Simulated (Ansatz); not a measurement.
**WSi2: response to strain**

Start from WSi2 (space group I4/mmm, No. 139; relaxed with 0.1 eV smearing).

```
WSi2
1.0
   -1.60572     1.60572     3.90242
    1.60572    -1.60572     3.90242
    1.60572     1.60572    -3.90242
W Si
1 2
Direct
  0.00000   0.00000   0.00000
  0.33482   0.33482   0.00000
  0.66518   0.66518   0.00000
```

Cartesian axes are those of the cell as printed.

Strains are applied to the cell and any free atomic positions relax; under biaxial strain the out-of-plane vector relaxes too; under stress the whole cell relaxes.

All numbers come from r2SCAN in Ansatz (plane waves to 500 eV, PAW, spin-orbit coupling left out).

Notes on the quantities. pressure: mean of the normal stresses, compression positive.

```json
[
 {"case": "base", "pressure": "0.0 GPa", "volume per atom": "13.42 Å³"},
 {"case": "biaxial strain −3.84 %, plane normal [001], relaxed out of plane", "pressure": "15.7 GPa", "volume per atom": "12.60 Å³"},
 {"case": "biaxial strain −2.28 %, plane normal [001], relaxed out of plane", "pressure": "8.9 GPa", "volume per atom": "12.92 Å³"},
 {"case": "biaxial strain −0.74 %, plane normal [001], relaxed out of plane", "pressure": "2.7 GPa", "volume per atom": "13.25 Å³"},
 {"case": "biaxial strain +0.51 %, plane normal [001], relaxed out of plane", "pressure": "-1.8 GPa", "volume per atom": "13.53 Å³"},
 {"case": "biaxial strain +1.82 %, plane normal [001], relaxed out of plane", "pressure": "?", "volume per atom": "?"},
 {"case": "isotropic strain −1.42 %", "pressure": "11.1 GPa", "volume per atom": "12.85 Å³"},
 {"case": "uniaxial strain ε_xx = +0.81 %", "pressure": "-1.8 GPa", "volume per atom": "13.52 Å³"},
 {"case": "uniaxial stress, 2 GPa tension along z", "pressure": "–", "volume per atom": "13.45 Å³"},
 {"case": "tensor shear ε_xy = +0.62 %", "pressure": "0.0 GPa", "volume per atom": "13.42 Å³"}
]
```

Q: Complete the table.

A: 
- biaxial strain +1.82 %, plane normal [001], relaxed out of plane, pressure: -6.0 GPa
- biaxial strain +1.82 %, plane normal [001], relaxed out of plane, volume per atom: 13.83 Å³

Stability under load was not tested beyond the relaxation. All final runs are without spin polarisation.

Ansatz is a quantum-chemistry and plane-wave program.
